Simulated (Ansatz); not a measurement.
We consider K2PdCl4 (P4/mmm, No. 123, 7 atoms in the cell; start COD 2107184), described by HSE06+SOC in Ansatz (plane waves, PAW).

Run with plane-wave cutoff 460 eV, 4×4×6 k mesh (along the axes of the cell as run), Fermi–Dirac smearing 0.01 eV, PAW data made under PBE.

Cell (measured lattice):

```cif
data_Cl4K2Pd
_chemical_formula_sum 'Cl4 K2 Pd1'
_space_group_name_H-M_alt 'P4/mmm'
_space_group_IT_number 123
_space_group_name_Hall '-P 4 2'
_cell_length_a 7.02590
_cell_length_b 7.02590
_cell_length_c 4.07970
_cell_angle_alpha 90.000
_cell_angle_beta 90.000
_cell_angle_gamma 90.000
loop_
_atom_site_label
_atom_site_type_symbol
_atom_site_symmetry_multiplicity
_atom_site_Wyckoff_symbol
_atom_site_fract_x
_atom_site_fract_y
_atom_site_fract_z
_atom_site_occupancy
Cl1 Cl 4 j 0.23214 0.23214 0.00000 1
K1 K 2 e 0.00000 0.50000 0.50000 1
Pd1 Pd 1 a 0.00000 0.00000 0.00000 1
```

Task: Give the computed band gap and Γ–Γ gap.

Result: 
* **band gap**: 3.11 eV (on the SCF k mesh) (direct)
* **Γ–Γ gap**: 4.00 eV

Note: the file's cell can be that of a phase stable at another temperature; cell and atoms aren't relaxed at this level (pressure 0.8 GPa).

The computed numbers hold no vibrational or temperature effects.

Computing time: around 50 core-minutes (rough).

Ansatz is a program for electronic structure.
